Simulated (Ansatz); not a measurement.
**What isotropic strain −1.50 % does to TiAl**

Take TiAl (space group P4/mmm, No. 123; a = 2.813 Å, c = 4.062 Å; relaxed with 0.1 eV smearing) as the base.

Perturbation: every lattice vector is shortened by 1.50 %; the atoms relax in the strained cell.

The values are results of DFT with r2SCAN, PAW potentials and a 500 eV plane-wave cutoff in Ansatz (an electronic-structure program), spin-orbit coupling left out, not measurements. Settings: 20×20×14 k-points, 0.1 eV Fermi–Dirac smearing.

```csv
quantity,base,changed,shift
volume per atom,16.07 Å³,15.35 Å³,-0.712 Å³
space group,P4/mmm (No. 123),P4/mmm (No. 123),–
shortest interatomic distance,2.813 Å,2.771 Å,-0.042 Å
energy relative to the base (free energy F),0 meV/atom,+13 meV/atom,+13 meV/atom
band gap,zero,zero,–
```

Final structure:

```
CELL_PARAMETERS angstrom
      2.77052     0.00000     0.00000
      0.00000     2.77052     0.00000
      0.00000     0.00000     4.00068
ATOMIC_POSITIONS crystal
  Ti 0.00000 0.00000 0.00000
  Al 0.50000 0.50000 0.50000
```

Cost of the whole job for the changed cell (relaxation, final SCF and bands): roughly 70 core-seconds.

No phonon test of stability was made. The final runs are not spin-polarised.
